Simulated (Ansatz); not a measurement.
Consider Ag in the fcc (Cu type) structure (space group Fm-3m, No. 225).

```cif
data_Ag4
_chemical_formula_sum 'Ag4'
_space_group_name_H-M_alt 'Fm-3m'
_space_group_IT_number 225
_space_group_name_Hall '-F 4 2 3'
_cell_length_a 4.10519
_cell_length_b 4.10519
_cell_length_c 4.10519
_cell_angle_alpha 90.000
_cell_angle_beta 90.000
_cell_angle_gamma 90.000
loop_
_atom_site_label
_atom_site_type_symbol
_atom_site_symmetry_multiplicity
_atom_site_Wyckoff_symbol
_atom_site_fract_x
_atom_site_fract_y
_atom_site_fract_z
_atom_site_occupancy
Ag1 Ag 4 a 0.00000 0.00000 0.00000 1
```
(The calculation used a cell of 1 atom; values per cell refer to that cell.)

The values are results of r2SCAN (Ansatz, a first-principles code, PAW, no spin-orbit coupling), not measurements.

Base values:

- Lattice parameter a: 4.105 Å
- Band gap: zero

Now apply this change: full substitution Ag → Cd, then cell and atoms are relaxed.

Tabulated Pauling electronegativity and covalent radius: Ag 1.93, 1.45 Å; Cd 1.69, 1.44 Å.

Predict the new lattice parameter a.

The lattice parameter a rises by 0.323 Å, from 4.105 Å to 4.428 Å.

Estimate the effect on the band gap.

The band gap remains zero.

Whether these cells are dynamically stable was not tested. For Cd in this form, whether it has been made was not checked. This is not the structure that Cd has at room temperature and ambient pressure.
